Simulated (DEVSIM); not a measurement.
System: abrupt InP n-p junction, at 300 K.

| layer (left to right) | material | thickness (μm) | Nd (cm⁻³) | Na (cm⁻³) | τn (s) | τp (s) |
|---|---|---|---|---|---|---|
| 1 | InP | 18.0 | 3.3e16 | - | 5.2e-10 | 5.2e-10 |
| 2 | InP | 2.30 | - | 8.2e14 | 5.2e-10 | 5.2e-10 |

Left contact: ohmic. Right contact: ohmic. Voltage is applied to the left contact. Recombination: SRH at mid-gap, radiative, Auger. Mobility is constant in doping.

The device is made up for the run: typed textbook-type constants, with dimensions and the other settings drawn at random. Values at 300 K.

| parameter | InP |
|---|---|
| gap (eV) | 1.344 |
| affinity (eV) | 4.38 |
| permittivity | 12.5 |
| Nc (cm⁻³) | 5.7e17 |
| Nv (cm⁻³) | 1.1e19 |
| μn (cm²/Vs) | 5200 |
| μp (cm²/Vs) | 170 |
| B (cm³/s) | 1.2e-10 |
| Cn (cm⁶/s) | 9e-31 |
| Cp (cm⁶/s) | 9e-31 |

DEVSIM, 1D drift-diffusion, Boltzmann statistics, complete ionisation; no tunnelling, impact ionisation, image-force lowering or self-heating.

The doping Na of layer 2 was swept, all else fixed.

```json
[
 {"doping Na of layer 2 (cm^-3)": "2.5e13", "dark forward voltage at 1 A/cm² (V)": "0.697", "dark forward voltage at 100 A/cm² (V)": "1.060", "potential step across the device at zero bias (V)": "0.934", "largest field in the device at zero bias (V/cm)": "10000"},
 {"doping Na of layer 2 (cm^-3)": "8.2e13", "dark forward voltage at 1 A/cm² (V)": "0.737", "dark forward voltage at 100 A/cm² (V)": "1.045", "potential step across the device at zero bias (V)": "0.965", "largest field in the device at zero bias (V/cm)": "10000"},
 {"doping Na of layer 2 (cm^-3)": "2.5e14", "dark forward voltage at 1 A/cm² (V)": "___", "dark forward voltage at 100 A/cm² (V)": "1.012", "potential step across the device at zero bias (V)": "0.994", "largest field in the device at zero bias (V/cm)": "___"},
 {"doping Na of layer 2 (cm^-3)": "8.2e14", "dark forward voltage at 1 A/cm² (V)": "0.801", "dark forward voltage at 100 A/cm² (V)": "0.996", "potential step across the device at zero bias (V)": "1.025", "largest field in the device at zero bias (V/cm)": "16000"},
 {"doping Na of layer 2 (cm^-3)": "2.5e15", "dark forward voltage at 1 A/cm² (V)": "0.831", "dark forward voltage at 100 A/cm² (V)": "0.996", "potential step across the device at zero bias (V)": "1.053", "largest field in the device at zero bias (V/cm)": "26000"},
 {"doping Na of layer 2 (cm^-3)": "8.2e15", "dark forward voltage at 1 A/cm² (V)": "0.862", "dark forward voltage at 100 A/cm² (V)": "1.010", "potential step across the device at zero bias (V)": "1.084", "largest field in the device at zero bias (V/cm)": "44000"},
 {"doping Na of layer 2 (cm^-3)": "2.5e16", "dark forward voltage at 1 A/cm² (V)": "0.890", "dark forward voltage at 100 A/cm² (V)": "1.030", "potential step across the device at zero bias (V)": "1.113", "largest field in the device at zero bias (V/cm)": "66000"}
]
```

Task: Some entries are withheld; supply them.

Result: 
- 2.5e14, dark forward voltage at 1 A/cm² (V): 0.770
- 2.5e14, largest field in the device at zero bias (V/cm): 12000
